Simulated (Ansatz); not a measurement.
Cost and result by functional for the adsorption energy of SiH3 on the 1x1 (111) surface of fcc Al, one in a 2x2 cell, started at the site 'bridge Al-Al (span 2.9 Å)', in Ansatz (plane waves, PAW). Single points on the PBE structure, on one kind of machine; costs are rough ratios of the slab run's core time (references not counted) to the cheapest single point. r2SCAN's cost holds its higher cutoff (500 against 420 eV). Differences are taken against r2SCAN for comparison alone: no measured value is at hand, so the table doesn't rank accuracy.

Slab: 20 atoms, 7.0 Å thick at the start under the adsorbate (thin: gaps and levels are the slab's own); k 6x6x1, smearing 0.1 eV, dipole-corrected; 8 atoms held, the rest relaxed; no symmetry held; spin-polarised, no spin-orbit, no U, no dispersion correction. The starting moment vanished. At the end it is bonded to Al. In PBE it is, or lies within 0.03 eV of, the lowest of the starts that converged. These notes are the PBE run's. r2SCAN: The program's check for a lower electronic state was not made. Adsorption energies are against SiH4(g) − ½ H2(g). A negative adsorption energy means that the adsorbate is more stable on the surface than in its reference.

| functional | relative cost | adsorption energy (eV) | less r2SCAN (eV) |
|---|---|---|---|
| RPBE | 1 | 0.14 | 0.13 |
| r2SCAN | 3 | 0.01 | 0.00 |
| PBE (the relaxed run's value) | – | 0.02 | 0.01 |

The values span 0.13 eV, while the single points' costs differ by a factor of roughly 3. Differences are of unrounded values.

Ansatz is a program for electronic structure.
